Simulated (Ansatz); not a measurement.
Adsorption energy and surface dipole of H on the 1x1 (0001) surface of hcp Ti, one in a 2x1 cell, started at the site 'hollow Ti-Ti-Ti over Ti at depth 2.2 Å', worked from the runs' numbers; total energies count from the potentials' own zero.

The numbers are results of PBE (plane waves to 420 eV, PAW; Ansatz, an electronic-structure program), not measurements.

Slab: 9 atoms, 6.8 Å thick at the start under the adsorbate (thin: gaps and levels are the slab's own); k 6x12x1, smearing 0.1 eV, dipole-corrected; 4 atoms held, the rest relaxed; symmetry of the start imposed; no spin, no spin-orbit, no U, no dispersion correction. At the end it is bonded to 3 Ti. In PBE it is, or lies within 0.03 eV of, the lowest of the starts that converged.

```csv
quantity,value
slab with the adsorbate,-20010.659 eV
"clean slab, same cell and mesh",-19993.663 eV
"reference, ½ H2(g)",-15.872 eV
area of the cell,14.96 Å²
change of the step from the bottom to the top vacuum level,-0.088 eV
```

What is the adsorption energy against this reference?

E(slab + adsorbate) − E(slab) − E(reference) = -1.12 eV, so in this state the adsorbate is more stable than in the reference, at a coverage of 6.69 a nm².
